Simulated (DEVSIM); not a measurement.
Structure: Ti/SiO2/p-InP capacitor, at 300 K.

```
layer (left to right)  material  thickness (nm)  Na (cm⁻³)
---------------------  --------  --------------  ---------
1                          SiO2            1.40          -
2                           InP           10000     3.8e15
```

Metal gate on the left, work function 4.33 eV. Fixed charge at the semiconductor interface 3e10 cm⁻² (in units of +e); interface traps 1.2e11 cm⁻² eV⁻¹, uniform in energy, neutral level at 0.7 of the gap above the valence band.

Constants are typed, rounded textbook-type inputs, not results; the design itself was drawn at random and stands for no fabricated device. Values at 300 K.

```
parameter      SiO2     InP
-------------  ----  ------
gap (eV)          9   1.344
affinity (eV)   0.9    4.38
permittivity    3.9    12.5
Nc (cm⁻³)         -  5.7e17
Nv (cm⁻³)         -  1.1e19
```

Simulated with DEVSIM: 1D Poisson equation in equilibrium, Boltzmann statistics, complete ionisation; no quantum confinement or tunnelling. Metal contacts follow the ideal Schottky-Mott rule: no Fermi-level pinning, no interface dipoles.

The interface trap density was swept, all else fixed.

```tsv
interface trap density (cm^-2 eV^-1)	flat-band voltage (V)	minimum of the low-frequency capacitance (μF/cm²)	threshold voltage (band bending 2φF) (V)
0	-1.19	0.0199	-0.17
1e10	-1.19	0.0214	-0.17
1e11	-1.19	(withheld)	-0.16
1.2e11	-1.20	0.0386	-0.16
3e11	-1.20	0.0663	-0.16
1e12	-1.24	0.168	-0.15
2e12	-1.28	0.299	-0.13
```

Problem. Complete the blanks.

Solution. 
- 1e11, minimum of the low-frequency capacitance (μF/cm²): 0.0355
